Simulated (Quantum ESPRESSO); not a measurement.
The steps of a band-structure calculation for a (001) slab of ZnO (cut from a parent of space group no. 186; 4 atoms in the cell) with Quantum ESPRESSO.

Level of theory: LDA (PZ), GBRV 1.5 ultrasoft (LDA) pseudopotentials (plane waves; Quantum ESPRESSO 7.5).

Step 1 (scf):

```fortran
&control
 calculation = 'scf'
 prefix = 'pwscf'
 outdir = './tmp'
 pseudo_dir = './'
 tprnfor = .true.
 tstress = .true.
/
&system
 ibrav = 0
 nat = 4
 ntyp = 2
 ecutwfc = 50
 ecutrho = 250
 occupations = 'smearing'
 smearing = 'methfessel-paxton'
 degauss = 0.0073499
/
&electrons
 conv_thr = 1.0d-10
 mixing_beta = 0.3
/
ATOMIC_SPECIES
Zn    65.3800  zn_lda_v1.uspp.F.UPF
O     15.9990  o_lda_v1.2.uspp.F.UPF
ATOMIC_POSITIONS angstrom
Zn    1.6049162345    0.9265988200    5.9999994396
Zn    0.0000000000    1.8531976400    8.6109923271
O     1.6049162345    0.9265988200    7.9798081275
O     0.0000000000    1.8531976400   10.5909005604
K_POINTS automatic
7 7 1  0 0 0
CELL_PARAMETERS angstrom
   3.2098324689     0.0000000000     0.0000000000
  -1.6049162345     2.7797964600     0.0000000000
   0.0000000000     0.0000000000    16.5909000000
```

Step 2 (bands):

```fortran
&control
 calculation = 'bands'
 prefix = 'pwscf'
 outdir = './tmp'
 pseudo_dir = './'
 verbosity = 'high'
/
&system
 ibrav = 0
 nat = 4
 ntyp = 2
 ecutwfc = 50
 ecutrho = 250
 occupations = 'smearing'
 smearing = 'methfessel-paxton'
 degauss = 0.0073499
 nbnd = 34
/
&electrons
 conv_thr = 1.0d-10
 startingwfc = 'random'
 diago_thr_init = 1.0d-6
 diagonalization = 'cg'
/
ATOMIC_SPECIES
Zn    65.3800  zn_lda_v1.uspp.F.UPF
O     15.9990  o_lda_v1.2.uspp.F.UPF
ATOMIC_POSITIONS angstrom
Zn    1.6049162345    0.9265988200    5.9999994396
Zn    0.0000000000    1.8531976400    8.6109923271
O     1.6049162345    0.9265988200    7.9798081275
O     0.0000000000    1.8531976400   10.5909005604
K_POINTS crystal_b
4
  0.00000000   0.00000000   0.00000000  11  ! G
  0.50000000   0.00000000   0.00000000   7  ! M
  0.33333333   0.33333333   0.00000000  13  ! K
  0.00000000   0.00000000   0.00000000   1  ! G
CELL_PARAMETERS angstrom
   3.2098324689     0.0000000000     0.0000000000
  -1.6049162345     2.7797964600     0.0000000000
   0.0000000000     0.0000000000    16.5909000000
```

Step 3 (bands.x):

```fortran
&bands
 prefix = 'pwscf'
 outdir = './tmp'
 filband = 'bands.dat'
 lsym = .false.
/
```

Output of bands (abridged):

```
     Atomic positions and unit cell read from directory:
     ./tmp/pwscf.save/

     Message from routine setup:
     using ibrav=0 with symmetry is DISCOURAGED, use correct ibrav instead
     G-vector sticks info
     --------------------
     sticks:   dense  smooth     PW     G-vecs:    dense   smooth      PW
     Sum         637     511    151                66721    47775    7907

     bravais-lattice index     =            0
   [... lines left out ...]
     unit-cell volume          =     998.9918 (a.u.)^3
   [... lines left out ...]
   [... 29 lines left out ...]

     Dense  grid:    66721 G-vectors     FFT dimensions: (  32,  32, 160)

     Smooth grid:    47775 G-vectors     FFT dimensions: (  27,  27, 144)

     The potential is recalculated from file :
     ./tmp/pwscf.save/charge-density

     negative rho (up, down):  3.984E-04 0.000E+00

     Band Structure Calculation
     CG style diagonalization

     ethr =  1.00E-06,  avg # of iterations = 28.0

     End of band structure calculation

          k = 0.0000 0.0000 0.0000 (  5891 PWs)   bands (ev):

  -126.7767-125.2017 -81.4459 -81.4459 -81.3347 -79.8509 -79.8509 -79.8480
   -20.3455 -17.5119  -9.0837  -8.6943  -8.6943  -8.6667  -8.6667  -8.6002
    -8.1471  -8.1471  -7.0707  -7.0707  -6.6483  -4.9335  -3.1565  -3.1565
    -2.6546  -1.8797  -1.8797   0.0504   2.7666   4.7477   5.4781   6.8146
     7.3966   9.6950

          k = 0.0455 0.0262 0.0000 (  5943 PWs)   bands (ev):

  -126.7767-125.2017 -81.4460 -81.4459 -81.3349 -79.8510 -79.8509 -79.8481
   -20.3355 -17.5062  -9.0790  -8.7001  -8.6902  -8.6824  -8.6643  -8.5656
    -8.1465  -8.1447  -7.0752  -7.0712  -6.6369  -4.9198  -3.2317  -3.1794
    -2.6408  -1.9179  -1.8846   0.1317   2.8035   4.7789   5.5240   6.8586
     7.4268   9.7125

   [... 30 blocks of this kind left out ...]
```

Output of bands.x (abridged):

```
     Reading xml data from directory:

     ./tmp/pwscf.save/

     G-vector sticks info
     --------------------
     sticks:   dense  smooth     PW     G-vecs:    dense   smooth      PW
     Sum         637     511    151                66721    47775    7907

     negative rho (up, down):  3.984E-04 0.000E+00
     Reading collected, re-writing distributed wavefunctions
     high-symmetry point:  0.0000 0.0000 0.0000   x coordinate   0.0000
     high-symmetry point:  0.5000 0.2887 0.0000   x coordinate   0.5774
     high-symmetry point:  0.3333 0.5774 0.0000   x coordinate   0.9107
     high-symmetry point:  0.0000 0.0000 0.0000   x coordinate   1.5774

     Plottable bands (eV) written to file bands.dat.gnu
     Bands written to file bands.dat

   JOB DONE.
```

The starting cell comes from a database of computed structures (which also holds hypothetical and non-ambient phases and stackings), without a prior relaxation at this level. The slab is cut from that crystal, and its faces are unrelaxed. Its lattice was rescaled in the plane by a random factor within 2.5 % of one. Spin polarisation is off, though cut faces can carry moments; the slab shows no gap. The two faces of this cut differ, and no dipole correction was used.
